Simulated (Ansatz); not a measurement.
# A computed series for BaTiO3: response to strain

Start from BaTiO3 in the cubic perovskite structure (space group Pm-3m, No. 221; a = 3.935 Å). Axes: x, y, z lie along the cube axes.

Strains are applied to the cell and any free atomic positions relax; under biaxial strain the out-of-plane vector relaxes too.

Level of theory: LDA, PAW, 420 eV (Ansatz, a first-principles code; no spin-orbit coupling).

Notes on the quantities. energy relative to the base: free energy F.

| biaxial strain, plane normal [111], relaxed out of plane (%) | energy relative to the base (meV/atom) |
|---|---|
| 0 | 0.0 |
| 0.5 | 0.8 |
| 1 | 3.1 |
| 1.5 | 7.0 |
| 2 | ? |
| 2.5 | 18.9 |

**Question.** Fit ΔE = Aε² + Bε³ (ε in %) to the rows shown and predict the withheld row.

**Answer.** Least squares on the printed values gives A = 3.21 and B = -0.076 meV/atom (largest residual 0.0 meV/atom); this predicts 12.2 meV/atom, and the run gives 12.2 meV/atom, in agreement.

Whether these cells are dynamically stable was not tested. All final runs are without spin polarisation. Many cubic perovskites are stable only at high temperature; tilts and polar distortions were not tested. This is not the structure that BaTiO3 has at room temperature and ambient pressure.
